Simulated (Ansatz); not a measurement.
The reference is BN in the wurtzite structure (space group P6_3mc, No. 186; a = 2.555 Å, c = 4.225 Å). Axes: x lies along a and z along c of the hexagonal cell.

Level of theory: DFT with PBE, PAW potentials and a 420 eV plane-wave cutoff in Ansatz (an electronic-structure program), spin-orbit coupling left out.

It is then changed as follows: every lattice vector is stretched by 2.46 %; the atoms relax in the strained cell.

### Question
Predict the stress tensor and what it implies for the stiffness.

### Answer
Stress of the strained cell less that of the base (GPa, compression positive):
```
 -23.60    0.00    0.00
   0.00  -23.60    0.00
   0.00    0.00  -23.71
```

Then B = −ΔP/(ΔV/V₀) with ΔV/V₀ = 0.0756 gives secant stiffness values (nonlinear terms included at this strain): B (at held cell shape, above the free-shape value) ≈ 312 GPa.

As a check, the harmonic strain energy −½ V₀ Δσ:ε is 32 meV/atom; the computed energy rise is 35 meV/atom.

Whether these cells are dynamically stable was not tested.
